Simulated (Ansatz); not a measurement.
# KCl: pressure series

Base system: KCl in the rock salt structure (space group Fm-3m, No. 225).

```yaml
crystal:
  lattice:
    - [0.00000, 3.19072, 3.19072]
    - [3.19072, 0.00000, 3.19072]
    - [3.19072, 3.19072, 0.00000]
  atoms:
    - { symbol: K, position: [0.00000, 0.00000, 0.00000] }
    - { symbol: Cl, position: [0.50000, 0.50000, 0.50000] }
```

Cell and atoms are relaxed at each pressure.

Level of theory: Kohn–Sham DFT with the PBE functional, run in Ansatz (a quantum-chemistry and plane-wave program) with PAW and 420 eV plane waves, no spin-orbit coupling.

Candidates:
(a) pressure 1.5 GPa
(b) pressure 0.3 GPa
(c) pressure 5 GPa
(d) pressure 0.7 GPa
(e) pressure −1 GPa

Base values:

Band gap: 5.05 eV

### Question
Order them by band gap, highest first.

### Answer
(c) pressure 5 GPa (5.76 eV), (a) pressure 1.5 GPa (5.31 eV), (d) pressure 0.7 GPa (5.18 eV), (b) pressure 0.3 GPa (5.11 eV), (e) pressure −1 GPa (4.82 eV)

Load acts through the strain it causes; cell and atoms are relaxed under it. No phonon test of stability was made. No other phases were tried under pressure.
